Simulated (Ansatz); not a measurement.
Ansatz (a quantum-chemistry and plane-wave program) run on LaPd₃ (Pm-3m, 4 atoms in the cell): self-consistent single point.

Method of the run: PBEsol, default PAW files made with PBE (plane waves; Ansatz).

The change in words: lattice scaled by 1.03; basis.ecutwfc: 420 eV → 250 eV. Reference geometry:
```
CELL_PARAMETERS angstrom
      4.22800     0.00000     0.00000
      0.00000     4.22800     0.00000
      0.00000     0.00000     4.22800
ATOMIC_POSITIONS crystal
  La 0.00000 0.00000 0.00000
  Pd 0.00000 0.50000 0.50000
  Pd 0.50000 0.00000 0.50000
  Pd 0.50000 0.50000 0.00000
```

Reference input (self-consistent single point, DFT, PBEsol, plane waves, default PAW files made with PBE): basis.ecutwfc = 420 eV; kpoints.mp_grid.grid = 6 6 6; hamiltonian.xc = pbesol; hamiltonian.pseudopotentials = {kind: paw} (the program's default PAW files); scf.occupations.method = gaussian; scf.occupations.width = 0.05 eV. This run's input differs from it in these lines:

Ansatz 0.2 input:
```diff
@@ -2,5 +2,5 @@
   lattice:
-    - [4.22800000, 0.00000000, 0.00000000]
-    - [0.00000000, 4.22800000, 0.00000000]
-    - [0.00000000, 0.00000000, 4.22800000]
+    - [4.35484000, 0.00000000, 0.00000000]
+    - [0.00000000, 4.35484000, 0.00000000]
+    - [0.00000000, 0.00000000, 4.35484000]
   atoms:
@@ -11,3 +11,3 @@
 basis:
-  ecutwfc: 420.0
+  ecutwfc: 250.0
 kpoints:
```

Output (repeated stretches shortened):

```
SCF iter   1: F=—  HF=-26878.513964 eV  |F-HF|=—  |Δ(HF+E_count)|=         —  Δρ=4.63e-2  dr2=1.15e0  ethr=1.77e-3  ⟨swp⟩=4.2  Hψ=2552  notcnv=0
all-band conjugate gradients solve this SCF's bands
preconditioner: auto → Resta (q_TF=auto, 2.622 Å⁻¹)
SCF iter   2: F=—  HF=-26878.202374 eV  |F-HF|=—  |Δ(HF+E_count)|=   3.12e-1  Δρ=1.44e-2  dr2=5.20e-2  ethr=1.77e-3  ⟨swp⟩=2.0  Hψ=1320  notcnv=0  defer=6
   [... lines left out ...]
SCF iter   6: F=—  HF=-26878.193411 eV  |F-HF|=—  |Δ(HF+E_count)|=   1.31e-8  Δρ=1.14e-5  dr2=1.35e-7  ethr=1.54e-10  ⟨swp⟩=7.9  Hψ=3166  notcnv=0
SCF iter   7: F=-26878.193411 eV  HF=-26878.193411 eV  |F-HF|=1.94e-9  |Δ(HF+E_count)|=   9.97e-9  Δρ=1.71e-6  dr2=3.37e-9  ethr=1.54e-10  ⟨swp⟩=4.0  Hψ=2033  notcnv=0
the last iteration of the SCF fills more bands at one k-point than at another …
SCF 1 converged in 7 iterations: F = -26878.193411 eV  dr2 = 3.37e-9
Free energy (F): -26878.193411 eV
Internal energy: -26878.191547 eV  (E = F + TS)
E sigma→0 (E₀):  -26878.192479 eV
Entropy (-TS):   -0.001864 eV (-0.466 meV/atom)
Fermi energy:    14.841091 eV
--- Forces (eV/Å), atoms counted from 1 ---
  atom   1  La    -0.00000000    -0.00000000    -0.00000000
   [... zero for the other atoms too ...]
--- Stress (GPa, compression-positive) ---
      -15.383673      -0.000000       0.000000
        0.000000     -15.383673      -0.000000
        0.000000      -0.000000     -15.383673
  P = ⅓ Tr σ = -15.3837 GPa (-153.837 kbar)
  The stress holds the Pulay correction. Without it, at fixed plane waves, as pw.x and ABINIT print it: P = -85.0022 GPa
```

The run converged in 7 iterations. Against the reference run the free energy rises by 1.51 eV/atom and the pressure goes from -5.92 to -15.38 GPa.

The starting cell comes from a database of published, mostly measured structures (it also holds non-ambient and calculated ones), without a prior relaxation at this level. For this run, on top of that: lattice scaled by 1.03. Spin polarisation is off. Ansatz's pressure includes its estimate of the finite-basis (Pulay) stress. Without the estimate this run gives -85.00 GPa. The cutoff lies below the one recommended for these files.
